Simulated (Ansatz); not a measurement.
Quick settings and what they miss: CrI3 (R-3, 8 atoms in the cell)

Self-consistent single point.

```xyz
8
Lattice="3.3067 1.9091 6.0821 -3.3067 1.9091 6.0821 0.0000 -3.8182 6.0821" Properties=species:S:1:pos:R:3 pbc="T T T"
Cr     0.0000     0.0000     6.0820
Cr     0.0000     0.0000    12.1643
I     -2.2056     0.0019     7.6878
I      1.1011    -1.9110     7.6878
I      1.1044     1.9091     7.6878
I      2.2056    -0.0019    10.5585
I     -1.1011     1.9110    10.5585
I     -1.1044    -1.9091    10.5585
```
Moments meant for the start (each program seeds them in its own way; μB, in the order of the atoms Cr Cr I I I I I I): 3.0 3.0 0.0 0.0 0.0 0.0 0.0 0.0.

Level of theory: PBE, PAW files (plane waves; Ansatz, a program for electronic structure).

Base settings: basis.ecutwfc = 420 eV; kpoints.mp_grid.grid = 3 3 3; hamiltonian.xc = pbe; hamiltonian.pseudopotentials = {kind: paw} (an earlier, softer set of the program's PAW files); magnetization.spin_polarized = true; scf.occupations.method = fermi_dirac; scf.occupations.width = 0.1 eV.

Tight run (finer mesh or higher cutoff; not a proven limit): basis.ecutwfc: 420 eV → 590 eV; kpoints.mp_grid.grid: 3 3 3 → 5 5 5; scf.convergence.dr2_threshold: default (1e-07 eV) → 1e-09 eV. It gave pressure 4.01 GPa; largest force (vector length) 0.745 eV/Å; size of the cell's spin moment 6.00 μB.

Quick runs, as changes from the base:
- A: the base itself
- B: basis.ecutwfc: 420 eV → 210 eV; kpoints.mp_grid.grid: 3 3 3 → 4 4 4; hamiltonian.xc: pbe → lda [LDA (PW92)]
- C: basis.ecutwfc: 420 eV → 250 eV

Energies are extrapolated to zero smearing width, which holds to low order in the width alone.

Dashes: energy of B, another energy zero.

† marks runs with another functional, U, potentials or spin treatment: their distance from the tight run is not a convergence error alone.

The count of work is k-points × plane waves × bands × iterations; it is no time. 

Pressures in the table are Ansatz's without its Pulay estimate, at a fixed set of plane waves; the tight run's value above holds the estimate.

The starting cell was generated: these elements placed on a structure prototype, without a prior relaxation; it need not be a known phase or ordering of this composition. Its lattice was rescaled by a random factor within 2.5 % of one. The magnetic order is the one reached from the typed start; others were not searched systematically. In the base run, with a pressure of about 4 GPa the cell is away from its equilibrium volume at this level.

| run | energy less tight (meV/atom) | pressure less tight (GPa) | largest miss in a force vector (eV/Å) | count of work / tight |
|---|---|---|---|---|
| A | 1.8 | 0.02 | 0.004 | 0.12 |
| B† | – | -108.56 | 0.529 | 0.11 |
| C | 716.2 | -27.21 | 0.226 | 0.059 |

Among the runs at the tight run's level, the energy misses run from 1.8 to 716.2 meV/atom.

Left out of this page: 3 runs of the series outside the window shown, repeating another row's setting, or not comparable.

Keys are those of Ansatz 0.2.
